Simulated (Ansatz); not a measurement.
System: single layer of GaS (symmetry P-6m2 as a slab, 4 atoms a cell), relaxed.

Consider the following.

```xyz
4
Lattice="3.6273 0.0000 0.0000 1.8137 3.1413 0.0000 0.0000 0.0000 24.5800" Properties=species:S:1:pos:R:3 pbc="T T T"
Ga     0.0000     0.0000    11.0541
Ga     0.0000     0.0000    13.5259
S      3.6273     2.0942    14.6096
S      3.6273     2.0942     9.9703
```

The image is the density of sample states between the Fermi level and the bias.

Mesh 18×18×1, no spin-orbit coupling, no spin polarisation; biases count from the run's Fermi level.

**Question.** Give the constant-current image of the upper face at a sample bias of -2.2 V from a Fermi level inside the gap (filled states down to 1.0 eV under the valence edge) over one cell, by PBE, Tersoff-Hamann images (Ansatz, an electronic-structure program). The set point is the mean density 3.5 Å over the top atom.

**Answer.** Corrugation 0.32 Å, highest over S3 and the sites alike, lowest over Ga2 and the sites alike. Tip height over the top atom in Å, x and y in fractions of the first two vectors:

```
|000134566776654310|
|000134567787765431|
|111134577888877543|
|321234578899988754|
|422224567899998765|
|432223467899999876|
|543223456789999876|
|543222345788999887|
|643222234677888877|
|543221223456778776|
|543221122345667766|
|443221112234455555|
|433221111223344444|
|322222222222223333|
|122222222222222111|
|011223333333221100|
|001223444444322100|
|000134455655443100|
```
Scale: ten equal steps from 3.34 (start of '0') to 3.66 (end of '9'), in the order '0123456789'; x runs from 0.000 to 0.944, y from 0.000 (bottom) to 0.944 (top).
